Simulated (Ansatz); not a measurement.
Consider HgTe in the zinc blende structure (space group F-43m, No. 216; a = 6.435 Å).

The values are results of LDA (Ansatz, a first-principles code), no spin-orbit coupling, not measurements.

Base values:

The pressure is 0.0 GPa. The band gap is zero.

It is then changed as follows: every lattice vector is stretched by 1.00 %, atoms relaxed at fixed cell.

Estimate the effect on the pressure, energy relative to the base and band gap.

The pressure goes from zero to -1.3 GPa; the energy grows by 4.3 meV/atom; the band gap is still zero.

A case with no gap was solved on a k-mesh chosen for an insulator, which is coarse for it. With Hg and Te present, leaving out spin-orbit coupling can change the band edges. The cells carry an imposed strain or load. Stability against distortions was not tested. The final runs are not spin-polarised. The zero or small gap of HgTe can change with the level of theory.
